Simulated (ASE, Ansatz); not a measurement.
A thermal frame of composition SiNi, cell Si24Ni24, held well above this temperature first, at a temperature that wasn't checked against the liquidus, so perhaps supercooled [in the CHGNet run: it was liquid; mean temperature 1135 K (target 1140 K); density 5.52 g/cm³; mean pressure -0.5 GPa against a target of 0], from MD with the machine-learned potential CHGNet 0.3.0 in ASE at 1140 K. All values below come from PBE (plane waves, PAW; Ansatz, an electronic-structure program).

```json
{
  "plane_wave_cutoff": "420 eV",
  "k-points": "one point, (1/4, 1/4, 1/4)",
  "Fermi-Dirac width": "0.098 eV",
  "spin": "not polarised; no spin-orbit coupling"
}
```

A check of the k-sampling: on the last frame of the same run a denser mesh moved the PBE forces by 0.067 eV/Å rms, the static pressure by -0.15 GPa and the free energy by -11 meV/atom.

```xyz
48
Lattice="8.5585 0.0000 0.0000 0.0000 8.5585 0.0000 0.0000 0.0000 8.5585" Properties=species:S:1:pos:R:3:forces:R:3 pbc="T T T"
Ni    5.4327    7.2295    6.2070  -0.990   0.212   0.551
Ni    8.2873   10.6001    3.1577  -0.422  -2.505   0.015
Ni    3.2032    1.8381    1.1768   0.507  -0.656  -1.369
Ni    2.4716    4.0781    4.2868  -0.135  -0.490  -0.543
Ni    4.2260    4.6960   -0.6760  -0.127  -0.655  -1.227
Ni    1.4859    5.8577   -1.0658  -0.743  -0.331   0.007
Ni    8.0024    4.6339    0.5162  -0.492  -0.045  -0.790
Ni    3.6396    1.7352    3.7217  -0.991  -0.992  -0.559
Ni   -0.0323   -1.0735    2.6176   0.258   0.039  -0.637
Ni   -1.5994    9.3376    1.1633   1.194  -0.639  -1.126
Ni    5.2839    4.7822    1.4991  -0.371  -1.574  -0.056
Ni    4.4107    7.6091    3.9751   1.834   1.152  -2.293
Ni    2.2735   -0.9904    1.0464  -0.337  -0.865  -0.877
Ni    4.7310    0.1426   -0.1393  -1.011  -1.242   0.644
Ni   -0.5851    6.9882    6.2486  -1.341  -1.649   0.687
Ni    6.9068    4.4253    4.3505  -0.465  -0.488   1.138
Ni    0.1219    4.0947   -1.9298  -0.211   0.234  -0.659
Ni    4.6247    3.3350    5.3279   0.118   1.281   1.641
Ni    7.6106    1.9924    5.5825  -1.904  -0.269   0.145
Ni    0.4105    4.2612    2.9578   0.470   0.537  -1.807
Ni    2.9159   -2.3165    5.0396  -0.751  -0.090   1.566
Ni    5.8493    2.7921   -0.2396  -1.095  -1.426   1.255
Ni    2.1428   -0.1581    4.1262  -1.342   0.155  -0.258
Ni    1.2671    1.1082   -0.4985   1.475  -0.435   0.641
Si    0.5792    5.4938    4.7163  -0.310   0.356   1.574
Si    4.9515    0.6027   10.6117  -0.545  -0.697   1.280
Si    3.7309    0.2935    5.6726   0.281   0.528   1.045
Si    6.2043    6.2925    8.1049  -0.086  -0.996   0.578
Si    2.0764    6.1291    2.8524   0.024   0.218   0.084
Si    3.4162    6.7433    7.6504   1.165   1.093  -0.694
Si   -1.8276    2.8515    1.9021   0.194   1.918  -0.955
Si    1.3863    7.9190    6.4027   1.758   0.631   1.119
Si    1.0432    2.2031    4.8772   2.181   0.875  -0.266
Si   -4.2313    6.6720    1.3974  -0.277   1.136   0.983
Si   -0.1598    7.5978    8.6473   1.013  -0.187   0.398
Si   -1.4851    5.5490   10.8970   1.889   0.477   0.308
Si   -0.5059    2.3182    7.8524  -0.482   0.047   0.612
Si   -1.9430    8.8060   -1.1833   1.241   0.689  -1.152
Si   -0.0412   -0.1317    4.6857  -1.161   1.755  -1.161
Si    1.6005    3.8665    0.2794  -0.228  -0.663   0.327
Si   -2.8336    2.1707    3.9065   2.219  -0.208   0.640
Si    3.2518    3.5450    2.3451   0.737   2.130  -0.222
Si    1.5462    0.8263    1.9977  -2.432   0.654   1.324
Si    3.6869    1.9492   -0.9403  -0.325   0.789  -2.238
Si    4.8528    5.4415    3.9386  -1.027  -1.993  -0.313
Si   -1.8922   -1.6146    4.1816   0.390   0.886   0.581
Si    6.4198    4.0442    6.7064  -0.318   1.082  -1.014
Si    2.3896    3.7160    6.4043   0.971   0.220   1.074
```

| Item | Result |
|---|---|
| free energy on this k-sampling (the code's own zero, frozen cores included) | -155417.0 eV |
| static pressure (no kinetic part) | 1.18 GPa |
| rms force component | 1.014 eV/Å |
| largest force | 3.15 eV/Å on atom 12 |
